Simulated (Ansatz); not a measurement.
## silicon: the defect I on the Si site

Calculation: PBE, PAW (plane waves to 420 eV; Ansatz, an electronic-structure program). The supercell holds 64 host sites (2×2×2 repeats of a cell of 8 atoms), with a 2×2×2 shifted k-point sampling for the final energies. Site at the start: the Si site. Energies of charged states are corrected for periodic images (point charge plus alignment at distant sites). Dielectric constants: PBE linear response of the host. Host gap at this level: 0.61 eV. These values are not converged in cell size to better than tenths of an eV. PBE underestimates the host's gap, which shifts levels and can delocalise carriers. Spin–orbit coupling is left out, which matters for these heavy elements. Each state is the lowest found from its start.

Formation energies E_f are given with the Fermi level at the valence-band maximum. Chemical conditions: host crystal and elements as references (Δμ(Si) = 0.00 eV, Δμ(I) = 0.00 eV; I taken from its element, since no compound that bounds it was computed at this level; only phases computed here count, gases as isolated molecules at 0 K). Reference phases: I: solid iodine, Si: silicon.

Charges with a result: +3, +2, +1, 0, −1. Others weren't obtained, and one of them could lie lower, also by skipping a charge.

```csv
charge,moment (μB),point group,largest move off a lattice site (Å),image correction with alignment (eV),"E_f, host crystal and elements as references (eV)"
+3†,not spin-polarised,–,0.41,1.71,–
+2†,1.0,–,0.43,0.90,–
+1,not spin-polarised,Td,0.46,0.33,2.89
0*,fractional,–,0.47,–,–
−1†,not spin-polarised,–,0.61,-0.09,–
```

* At this level the carrier isn't localised at the defect: at charge 0 electrons occupy the conduction band. Such a state is shallow or no state of the defect, and this cell gives it no level.

† Not settled in this cell, so no level is given: charge +3: a level filled in part, level within 0.1 eV of a band edge or past it; charge +2: level within 0.1 eV of a band edge or past it; charge −1: level within 0.1 eV of a band edge or past it.

Point groups are those of the whole cell at tolerances of 0.03 and 0.1 Å ("near" where only the looser one holds); none is given for unsettled states.

Starting moments that weren't kept: charge 0 began with 1 μB and ended with 0.5.

All states together cost about 110 core-minutes (a rough figure).
